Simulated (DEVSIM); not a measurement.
Structure: Pt/HfO2/p-In0.53Ga0.47As capacitor, at 300 K.

```tsv
layer (left to right)	material	thickness (nm)	Na (cm⁻³)
1	HfO2	21.0	-
2	In0.53Ga0.47As	2500	5.1e16
```

Metal gate on the left, work function 5.6 eV. Fixed charge at the semiconductor interface -1e11 cm⁻² (in units of +e); no interface traps.

The device is made up for the run: typed textbook-type constants, with dimensions and the other settings drawn at random. Values at 300 K; Nc and Nv go as T^1.5, mobilities as T to minus their exponent, the gap by Varshni's rule with the affinity fixed.

| parameter | HfO2 | In0.53Ga0.47As |
|---|---|---|
| gap (eV) | 5.7 | 0.74 |
| affinity (eV) | 2.5 | 4.51 |
| permittivity | 22 | 13.9 |
| Nc (cm⁻³) | - | 2.1e17 |
| Nv (cm⁻³) | - | 7.7e18 |
| Varshni α (eV/K) | - | 0.00035 |
| Varshni β (K) | - | 190 |

Simulated with DEVSIM: 1D Poisson equation in equilibrium, Boltzmann statistics, complete ionisation; no quantum confinement or tunnelling. Metal contacts follow the ideal Schottky-Mott rule: no Fermi-level pinning, no interface dipoles.

Base results: flat-band voltage (V) 0.50; capacitance of the dielectric stack (μF/cm²) 0.928; minimum of the low-frequency capacitance (μF/cm²) 0.0972; threshold voltage (band bending 2φF) (V) 1.19.

Task: What follows from this one change: fixed charge -1e+11 → -8.5e+11 cm^-2?

Result: flat-band voltage 0.50 → 0.63 V; capacitance of the dielectric stack little changed (0.928 μF/cm²); minimum of the low-frequency capacitance little changed (0.0969 μF/cm²); threshold voltage (band bending 2φF) 1.19 → 1.32 V.

Task: What follows from this one change: substrate doping 5.1e+16 → 2.6e+16 cm^-3?

Result: flat-band voltage 0.50 → 0.51 V; capacitance of the dielectric stack little changed (0.928 μF/cm²); minimum of the low-frequency capacitance 0.0972 → 0.0742 μF/cm²; threshold voltage (band bending 2φF) 1.19 → 1.13 V.

Task: What follows from this one change: HfO2 thickness 0.021 → 0.018 μm?

Result: flat-band voltage little changed (0.49 V); capacitance of the dielectric stack 0.928 → 1.08 μF/cm²; minimum of the low-frequency capacitance little changed (0.0985 μF/cm²); threshold voltage (band bending 2φF) 1.19 → 1.17 V.

Task: What follows from this one change: interface trap density 0 → 1e+11 cm^-2 eV^-1?

Result: flat-band voltage little changed (0.49 V); capacitance of the dielectric stack little changed (0.928 μF/cm²); minimum of the low-frequency capacitance 0.0972 → 0.110 μF/cm²; threshold voltage (band bending 2φF) little changed (1.19 V).
